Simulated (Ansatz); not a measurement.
Hypothetical diamond Cu under a change: pressure 0.3 GPa

Take Cu in the diamond structure (space group Fd-3m, No. 227; a = 5.231 Å; a hypothetical phase, not in the database extracts checked) as the base.

It is then changed as follows: cell and atoms relaxed at a pressure of 0.3 GPa.

Calculations: Ansatz (a first-principles code) PBEsol, without spin-orbit coupling. Γ-centred 15×15×15 mesh, Fermi–Dirac width 0.05 eV.

- Volume per atom = 17.81 Å³ (base 17.89 Å³)
- Density = 5.92 g/cm³ (base 5.90 g/cm³)
- Lattice parameter a = 5.223 Å (base 5.231 Å)
- Shortest interatomic distance = 2.262 Å (base 2.265 Å)
- Enthalpy H = E + PV relative to the base's energy = +0.03 eV/atom
- Band gap = zero (base zero)

Final structure:

```yaml
crystal:
  lattice:
    - [0.00000, 2.61163, 2.61163]
    - [2.61163, 0.00000, 2.61163]
    - [2.61163, 2.61163, 0.00000]
  atoms:
    - { symbol: Cu, position: [0.25000, 0.25000, 0.25000] }
    - { symbol: Cu, position: [0.00000, 0.00000, 0.00000] }
```

Load acts through the strain it causes; cell and atoms are relaxed under it. Stability against distortions was not tested. The final runs are not spin-polarised.
